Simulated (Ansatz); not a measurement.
We consider Se (P2₁/c, No. 14, 32 atoms in the cell; start mp-542605), described by PBEsol (Ansatz, a quantum-chemistry and plane-wave program, PAW).

Run with plane-wave cutoff 520 eV, 4×4×2 k mesh (along the axes of the cell as run), Fermi–Dirac smearing 0.01 eV, scalar-relativistic PAW data made under PBE.

Cell (relaxed at this level):

```
CELL_PARAMETERS angstrom
      9.03613     0.00000     0.21281
      0.00000     7.99883     0.00000
     -0.43843     0.00000    12.86791
ATOMIC_POSITIONS crystal
  Se 0.56467 0.30175 0.40674
  Se 0.43533 0.69825 0.59326
  Se 0.43533 0.80175 0.09326
  Se 0.56467 0.19825 0.90674
  Se 0.75919 0.22062 0.51752
  Se 0.24081 0.77938 0.48248
  Se 0.24081 0.72062 0.98248
  Se 0.75919 0.27938 0.01752
  Se 0.75285 0.40047 0.66309
  Se 0.24715 0.59953 0.33691
  Se 0.24715 0.90047 0.83691
  Se 0.75285 0.09953 0.16309
  Se 0.94776 0.59044 0.63861
  Se 0.05224 0.40956 0.36139
  Se 0.05224 0.09044 0.86139
  Se 0.94776 0.90956 0.13861
  Se 0.83459 0.83998 0.57988
  Se 0.16541 0.16002 0.42012
  Se 0.16541 0.33998 0.92012
  Se 0.83459 0.66002 0.07988
  Se 0.85877 0.85002 0.39632
  Se 0.14123 0.14998 0.60368
  Se 0.14123 0.35002 0.10368
  Se 0.85877 0.64998 0.89632
  Se 0.63345 0.74976 0.32793
  Se 0.36655 0.25024 0.67207
  Se 0.36655 0.24976 0.17207
  Se 0.63345 0.75024 0.82793
  Se 0.67539 0.46958 0.27928
  Se 0.32461 0.53042 0.72072
  Se 0.32461 0.96958 0.22072
  Se 0.67539 0.03042 0.77928
```

Q: Estimate the band gap that the calculation returns.

A: 
- band gap = 1.05 eV (on the SCF k mesh)

Note: the relaxation could not lower the start's symmetry, so the cell can be a saddle point above a distorted one.

Spin–orbit coupling is not included.

The computed numbers hold no vibrational or temperature effects.

The result took roughly 2.1 core-hours.

A start named mp-… is a Materials Project structure, which need not be a measured phase.
